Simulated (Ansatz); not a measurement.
Start from WS2 in the 2H-MoS2 type structure (space group P6_3/mmc, No. 194; layered, stacked along the Cartesian z axis).

```
WS2
1.0
    3.15408     0.00000     0.00000
   -1.57704     2.73152     0.00000
    0.00000     0.00000    12.13731
W S
2 4
Direct
  0.33333   0.66667   0.25000
  0.66667   0.33333   0.75000
  0.33333   0.66667   0.62026
  0.66667   0.33333   0.12026
  0.66667   0.33333   0.37974
  0.33333   0.66667   0.87974
```

All numbers come from Ansatz (a first-principles code), PBE-D3(BJ), PAW, cutoff 420 eV, no spin-orbit coupling.

Before the change:

| Item | Result |
|---|---|
| Hole mass | 0.89 mₑ along c, 0.55 mₑ across (at Γ) |
| Valence-band top at Γ | 0.00, -1.30, -1.42 eV |
| Band gap | 0.88 eV |

Modification: an isotropic linear strain of −1.33 %, atoms relaxed at fixed cell.

Q: Predict the new largest internal atomic displacement, hole mass, energy relative to the base, valence-band top at Γ and band gap.

A: The largest internal atomic displacement amounts to 0.033 Å; the hole mass goes from 0.89 mₑ along c, 0.55 mₑ across (at Γ) to 0.86 mₑ along c, 0.55 mₑ across (at Γ); the energy grows by 7.3 meV/atom; the valence-band top at Γ (three highest levels, from the VBM) changes from 0.00, -1.30, -1.42 eV to 0.00, -1.36, -1.49 eV; the band gap drops by 0.08 eV, from 0.88 eV to 0.80 eV.

With W present, leaving out spin-orbit coupling can change the band edges. Effective masses come from finite differences of ±0.01 Å⁻¹. Whether these cells are dynamically stable was not tested.
